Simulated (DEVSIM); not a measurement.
System: W/SiON/n-Ge capacitor, at 400 K.

```
layer (left to right)  material  thickness (nm)  Nd (cm⁻³)
---------------------  --------  --------------  ---------
1                          SiON            12.0          -
2                            Ge            5400     1.2e16
```

Metal gate on the left, work function 4.6 eV. Fixed charge at the semiconductor interface 1.6e11 cm⁻² (in units of +e); no interface traps.

This is a model device: material constants are rounded textbook-type values typed into the input, and sizes, dopings and lifetimes were drawn at random. Values at 300 K; Nc and Nv go as T^1.5, mobilities as T to minus their exponent, the gap by Varshni's rule with the affinity fixed.

```csv
parameter,SiON,Ge
gap (eV),7,0.664
affinity (eV),1.4,4
permittivity,5.5,16
Nc (cm⁻³),-,1.04e19
Nv (cm⁻³),-,6e18
Varshni α (eV/K),-,0.000477
Varshni β (K),-,235
```

Model (solved in DEVSIM): 1D Poisson equation in equilibrium, Boltzmann statistics, complete ionisation; no quantum confinement or tunnelling. Metal contacts follow the ideal Schottky-Mott rule: no Fermi-level pinning, no interface dipoles.

The fixed charge was swept, all else fixed.

```
fixed charge (cm^-2)  threshold voltage (band bending 2φF) (V)  flat-band voltage (V)
--------------------  ----------------------------------------  ---------------------
-4.7e11                                                   0.32                   0.54
-1.55e11                                                  0.20                   0.41
1.6e11                                                    0.07                   0.29
4.75e11                                                  -0.05                   0.16
7.9e11                                                       ?                   0.04
```

**Question.** What belongs in the gaps?

**Answer.** 
- 7.9e11, threshold voltage (band bending 2φF) (V): -0.18
